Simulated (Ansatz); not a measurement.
Bond-angle distributions (per cent of the angles at each element, bins of 10°) of a relaxed model of amorphous Si30C12N24 at 2.84 g/cm³. Calculation: PBE, scalar-relativistic without spin-orbit coupling (plane waves to 420 eV, PAW; Ansatz, a quantum-chemistry and plane-wave program).

It comes from a melt-quench run on a machine-learned potential (CHGNet), relaxed afterwards by DFT. N atoms were pushed apart under 1.9 Å during the dynamics, to hinder bonds among them. The hot cell started wider than the set density and was brought back towards it in steps. It is the lowest in DFT energy of 2 quenches. It is a model cell: composition and starting density were chosen by hand, and all elements were melted together. No dispersion term was used. Its density started from a set value of 2.65 and ended at 2.84 g/cm³. The simulated quench (nominally 400 K/ps over its main leg) is rapid and tends to freeze in more defects than a deposited or slowly cooled glass has. A cell of this size samples the disorder only roughly. The volume was free in the relaxation, at fixed shape. Stress components on the final sampling reach 3.1 GPa. On a 2×2×2 Γ-centred mesh force components of up to 0.35 eV/Å stay, since the relaxation ran on the zone centre alone.

Cut-offs for bonds: Si-Si 2.60 Å, Si-C 2.19 Å, Si-N 2.18 Å, C-C 1.78 Å, C-N 1.68 Å, N-N 1.70 Å. Two cations that share two anions don't count as bonded, nor two that share one unless they lie closer than Si-Si 2.38 Å, Si-C 2.00 Å, C-C 1.63 Å.

```tsv
angle (°)	at Si	at C	at N
50-60	0	0	0
60-70	0	0	0
70-80	1	0	0
80-90	10	8	3
90-100	16	16	17
100-110	32	20	16
110-120	23	28	24
120-130	10	20	21
130-140	4	4	13
140-150	0	0	6
150-160	3	4	0
160-170	1	0	0
170-180	0	0	0
```

They go with these counts of neighbours within the cut-offs, cation contacts included: Si mean 4.0, most often 4; C mean 3.3, most often 4; N mean 3.2, most often 3.
